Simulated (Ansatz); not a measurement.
The parent structure is PbSe in the rock salt structure (space group Fm-3m, No. 225; a = 6.102 Å).

One thing is altered: every Se is replaced by S; the structure is relaxed again.

Levels (all Ansatz, an electronic-structure program, PAW, earlier PAW set): PBEsol (420 eV, spin-orbit coupling left out); r2SCAN (500 eV, spin-orbit coupling left out).

The geometry is relaxed with PBEsol.

| Property | Result |
|---|---|
| PBEsol lowest conduction level above the VBM at special points | L 0.20 eV; W 2.09 eV; K 3.24 eV; U 3.24 eV |
| PBEsol pressure | 0.00 GPa |

Q: What does r2SCAN give at this geometry for the lowest conduction level above the VBM at special points, hole mass and pressure?

A: The lowest conduction level above the VBM at special points changes from L 0.20 eV; W 2.09 eV; K 3.24 eV; U 3.24 eV to L 0.56 eV; W 2.43 eV; K 3.59 eV; U 3.59 eV; the hole mass amounts to 0.19 mₑ along k, 0.11 mₑ across (at L); the pressure goes from zero to 2.28 GPa.

Single points use the geometry relaxed with PBEsol. Their cutoffs differ, which shifts pressures a little. With Pb present, leaving out spin-orbit coupling can change the band edges. The levels and masses belong to the bands next to the band gap. Effective masses come from finite differences of ±0.01 Å⁻¹. Along k means along the line from Γ to the band edge. Whether these cells are dynamically stable was not tested.
